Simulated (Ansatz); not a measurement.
Base system: BaTiO$_{3}$ (space group R3m, No. 160; a = 5.635 Å, c = 6.926 Å (hexagonal axes)).

Method: Ansatz (a quantum-chemistry and plane-wave program) PBEsol, no SOC, earlier PAW set.

Before the change:

| Item | Value |
|---|---|
| Hole mass | 2.3 mₑ along k, 1.2 mₑ across (at T) |
| Lattice parameter a | 5.635 Å |

Now apply this change: cell and atoms relaxed at a pressure of 3 GPa.

Q: Estimate the effect on the hole mass.

A: The hole mass changes from 2.3 mₑ along k, 1.2 mₑ across (at T) to 2.2 mₑ along k, 1.2 mₑ across (at T).

Q: What happens to the lattice parameter a?

A: The lattice parameter a drops by 0.039 Å, from 5.635 Å to 5.596 Å.

The levels and masses belong to the bands next to the band gap. Load acts through the strain it causes; cell and atoms are relaxed under it. Masses are band curvatures over ±0.01 Å⁻¹ around the edge. Along k means along the line from Γ to the band edge. Stability against distortions was not tested. All final runs are without spin polarisation. This is not the structure that BaTiO3 has at room temperature and ambient pressure.
